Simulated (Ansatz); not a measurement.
Start from AlCo in the CsCl type structure (space group Pm-3m, No. 221; weakly magnetic (sensitive to the mesh); relaxed with 0.1 eV smearing).

```
CELL_PARAMETERS angstrom
      2.82401     0.00000     0.00000
      0.00000     2.82401     0.00000
      0.00000     0.00000     2.82401
ATOMIC_POSITIONS crystal
  Al 0.00000 0.00000 0.00000
  Co 0.50000 0.50000 0.50000
```

Method: r2SCAN (Ansatz, a quantum-chemistry and plane-wave program, PAW, no spin-orbit coupling), earlier PAW set.

Base values:

```
Property   Result
--------  -------
Pressure  0.0 GPa
Band gap     zero
```

Modification: every lattice vector is shortened by 2.52 %; the atoms relax in the strained cell.

Q: How does this affect the pressure?

A: The pressure goes from zero to 17.5 GPa.

Q: How does this affect the energy relative to the base?

A: The energy rises by 42 meV/atom.

Q: Estimate the effect on the band gap.

A: The band gap remains zero.

Other magnetic orders, which the real material may have, were not ruled out. Whether these cells are dynamically stable was not tested. Starting moments died away, wholly or in part, for isotropic strain −2.52 % and the base; another magnetic solution may exist.
